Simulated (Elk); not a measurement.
Elk run on TiGa5Co (P4/mmm, 7 atoms in the cell): self-consistent single point.

Method: PBEsol, all-electron FP-LAPW, Elk's shipped species files, APW+lo basis with extra local orbitals (Elk).

```xyz
7
Lattice="4.0286 0.0000 0.0000 0.0000 4.0286 0.0000 0.0000 0.0000 6.4418" Properties=species:S:1:pos:R:3 pbc="T T T"
Ti     0.0000     0.0000     0.0000
Ga     0.0000     2.0143     1.9198
Ga     0.0000     2.0143     4.5220
Ga     2.0143     0.0000     1.9198
Ga     2.0143     0.0000     4.5220
Ga     2.0143     2.0143     0.0000
Co     0.0000     0.0000     3.2209
```

Reference input (self-consistent single point, DFT, LDA (PW92), all-electron FP-LAPW, Elk's shipped species files, APW+lo basis with extra local orbitals): xctype = 3; rgkmax = 8; stype = 0; swidth = 0.00367493 Ha; ngridk = 5 5 3; tforce = true; gmaxvr = 18 1/bohr; lmaxapw = 10; lmaxo = 8; nxlo = 2; lorbcnd = true; lradstp = 2. This run's input differs from it in these lines:

```diff
@@ -4,3 +4,3 @@
 xctype
-  3
+  22
```

Log, with long lists cut:

```
│ Self-consistent loop started │
│ Loop number : 1 │
 total energy                :     -11983.3494478
│ Loop number : 2 │
 total energy                :     -11981.7243881
RMS change in Kohn-Sham potential (target) :   0.3766732188     (  0.1000000000E-05)
Absolute change in total energy (target)   :    1.625059717     (  0.1000000000E-03)
│ Loop number : 3 │
 total energy                :     -11980.8764049
RMS change in Kohn-Sham potential (target) :   0.3386919917     (  0.1000000000E-05)
Absolute change in total energy (target)   :    1.254248088     (  0.1000000000E-03)
│ Loop number : 4 │
   [... lines left out ...]
Absolute change in total energy (target)   :   0.5640455802E-03 (  0.1000000000E-03)
│ Loop number : 19 │
 total energy                :     -11958.5952080
RMS change in Kohn-Sham potential (target) :   0.2965926378E-05 (  0.1000000000E-05)
Absolute change in total energy (target)   :   0.1114104016E-03 (  0.1000000000E-03)
│ Loop number : 20 │
 total energy                :     -11958.5952977
RMS change in Kohn-Sham potential (target) :   0.2011357567E-06 (  0.1000000000E-05)
Absolute change in total energy (target)   :   0.6188540647E-04 (  0.1000000000E-03)
Convergence targets achieved

│ Loop number : 21 │

Energies :
 Fermi                       :     0.321867666568
 total energy                :     -11958.5952896

Density of states at Fermi energy :    162.0998242
 (states/Hartree/unit cell)

Estimated indirect band gap :   0.1119912974E-02
 from k-point      1 to k-point      2
Estimated direct band gap   :   0.1438260927E-02
 at k-point      2

Charges :
 core                        :    112.0000000
 valence                     :    92.00000000
 interstitial                :    10.39497867
 muffin-tins (core leakage)
  species :    1 (Ti)
   atom    1                 :    20.36090402     (  0.5986358076E-09)
  species :    2 (Ga)
   atom    1                 :    29.43171293     (  0.1762892217E-02)
   atom    2                 :    29.43171293     (  0.1762892217E-02)
   [... lines left out ...]
   total force               :     0.00000000    0.00000000    0.00000000
   total magnitude           :     0.00000000
 species :    3 (Co)
  atom :    1
   Hellmann-Feynman          :     0.00000000    0.00000000    0.00000000
   IBS                       :     0.00000000    0.00000000    0.00000000
   total force               :     0.00000000    0.00000000    0.00000000
   total magnitude           :     0.00000000
```

The run converged in 21 iterations. The count includes the last loop, which Elk runs after its targets are met. 

The starting cell comes from a database of computed structures (which also holds hypothetical and non-ambient phases and stackings), without a prior relaxation at this level. Spin polarisation is off. Values depend on the basis (sphere radii, cutoffs, local orbitals), which need not be converged. The log's line on a gap gives a spacing of levels on this mesh, which the program prints for metals too.

Cost on one core of a shared machine: roughly 4 min.
